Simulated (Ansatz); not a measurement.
Start from Si in the diamond structure (space group Fd-3m, No. 227; a = 5.4443 Å). Axes: x, y, z lie along the cube axes.

Structures relaxed with r2SCAN/PAW in Ansatz (an electronic-structure program), without spin-orbit coupling.

Base:

Simulated powder pattern, Cu Kα1, λ = 1.54056 Å (kinematic, ideal powder, no thermal factors, no anomalous dispersion; the 14 strongest lines at most, above 2 %, up to 2θ = 90°):

```json
[
 {"2θ (°)": "28.37", "I/Imax (%)": "100", "hkl": "(111)"},
 {"2θ (°)": "47.18", "I/Imax (%)": "67", "hkl": "(220)"},
 {"2θ (°)": "55.97", "I/Imax (%)": "40", "hkl": "(311)"},
 {"2θ (°)": "68.93", "I/Imax (%)": "11", "hkl": "(400)"},
 {"2θ (°)": "76.15", "I/Imax (%)": "16", "hkl": "(331)"},
 {"2θ (°)": "87.76", "I/Imax (%)": "23", "hkl": "(422)"}
]
```

One thing is altered: a pure shear with ε_xy = ε_yx = 0.0143; the atoms relax in the strained cell.

After the change:

Simulated powder pattern, Cu Kα1, λ = 1.54056 Å (kinematic, ideal powder, no thermal factors, no anomalous dispersion; the 14 strongest lines at most, above 2 %, up to 2θ = 90°):

| 2θ (°) | I/Imax (%) | hkl |
|---|---|---|
| 28.10 | 100 | (111) |
| 28.65 | 99 | (1 -1 1) |
| 46.47 | 23 | (220) |
| 47.19 | 89 | (202) |
| 47.91 | 21 | (2 -2 0) |
| 55.51 | 28 | (311) |
| 55.82 | 14 | (113) |
| 56.13 | 12 | (1 -1 3) |
| 56.46 | 25 | (3 -1 1) |
| 68.96 | 14 | (400) |
| 75.76 | 10 | (313) |
| 76.57 | 11 | (3 -1 3) |
| 86.73 | 16 | (422) |
| 88.83 | 15 | (4 -2 2) |

The indices refer to the base's conventional cell; one index is shown for lines that coincide. The space group is now Imma (No. 74).

Whether these cells are dynamically stable was not tested.
